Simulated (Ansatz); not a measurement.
# A computed series for HfN: response to strain

Take HfN in the rock salt structure (space group Fm-3m, No. 225; a = 4.468 Å; relaxed with 0.1 eV smearing) as the base. Axes: x, y, z lie along the cube axes.

Strains are applied to the cell and any free atomic positions relax.

Level of theory: Kohn–Sham DFT with the LDA functional, run in Ansatz (a quantum-chemistry and plane-wave program) with PAW and 420 eV plane waves, spin-orbit coupling left out.

Notes on the quantities. energy relative to the base: free energy F.

```json
[
 {"uniaxial strain ε_zz (%)": "0", "energy relative to the base (meV/atom)": "0.0"},
 {"uniaxial strain ε_zz (%)": "0.5", "energy relative to the base (meV/atom)": "0.6"},
 {"uniaxial strain ε_zz (%)": "1", "energy relative to the base (meV/atom)": "2.3"},
 {"uniaxial strain ε_zz (%)": "1.5", "energy relative to the base (meV/atom)": "5.0"},
 {"uniaxial strain ε_zz (%)": "2", "energy relative to the base (meV/atom)": "8.7"},
 {"uniaxial strain ε_zz (%)": "2.5", "energy relative to the base (meV/atom)": "?"},
 {"uniaxial strain ε_zz (%)": "3", "energy relative to the base (meV/atom)": "18.8"}
]
```

Task: Fit ΔE = Aε² + Bε³ (ε in %) to the rows shown and predict the withheld row.

Result: Least squares on the printed values gives A = 2.36 and B = -0.090 meV/atom (largest residual 0.0 meV/atom); this predicts 13.3 meV/atom, and the run gives 13.3 meV/atom, in agreement.

Whether these cells are dynamically stable was not tested. All final runs are without spin polarisation. An odd electron count without spin: HfN.
